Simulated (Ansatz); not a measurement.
# What Cs on a K site, symmetric start does to K

Start from a 12-atom supercell of K in the bcc (W type) structure (space group Im-3m, No. 229; a = 5.2123 Å) at its relaxed geometry.

One thing is altered: a neutral Cs on a K site, symmetric start, atoms relaxed at fixed cell.

Method: Ansatz (an electronic-structure program) PBEsol, without spin-orbit coupling. Γ-centred 4×4×3 mesh, Fermi–Dirac width 0.05 eV.

```json
[
 {"quantity": "pressure", "base": "0.0 GPa", "changed": "0.2 GPa", "shift": "+0.14 GPa"},
 {"quantity": "energy gained by relaxation", "base": "–", "changed": "0.01 eV", "shift": "–"},
 {"quantity": "largest displacement of a host atom from its site in the perfect cell", "base": "–", "changed": "0.11 Å", "shift": "–"}
]
```

Final structure:

```xyz
12
Lattice="-5.2123 5.2123 5.2123 5.2123 -5.2123 5.2123 7.8185 7.8185 -2.6062" Properties=species:S:1:pos:R:3 pbc="T T T"
Cs     0.0000     0.0000     0.0000
K      2.6062    -2.6062     2.6062
K     -2.6062     2.6062     2.6062
K      0.0000     0.0000     5.2123
K      2.6403     2.6403     2.6585
K      5.1424     5.1424     0.0475
K      5.2067     0.0152     5.2130
K      7.8033     2.6118     2.6054
K      0.0152     5.2067     5.2130
K      2.6118     7.8033     2.6054
K      2.6761     2.6761     7.7710
K      5.1782     5.1782     5.1600
```

In so small a cell the defect repeats every few ångströms: this is an ordered compound, not a dilute defect. The defect started on the symmetric site and kept its symmetry, so it may sit on a saddle. The defect cell is not spin-polarised.
